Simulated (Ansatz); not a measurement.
Take Cu in the fcc (Cu type) structure (space group Fm-3m, No. 225; a = 3.5184 Å; relaxed with 0.1 eV smearing) as the base. Axes: x, y, z lie along the cube axes.

Computed with DFT with LDA, PAW potentials and a 420 eV plane-wave cutoff in Ansatz (a first-principles code), spin-orbit coupling left out.

For the base:

```
Item                            Result
-----------------------------  -------
Shortest interatomic distance  2.488 Å
```

The change: biaxial strain +0.83 %, plane normal [111], relaxed out of plane (Cartesian); in-plane vectors clamped, the third vector and the atoms free.

Task: What does the calculation give for the shortest interatomic distance and energy relative to the base after the change?

Result: The shortest interatomic distance drops by 0.0034 Å (2.488 Å → 2.484 Å); the energy increases by 1.6 meV/atom.

Stability against distortions was not tested. The final runs are not spin-polarised.
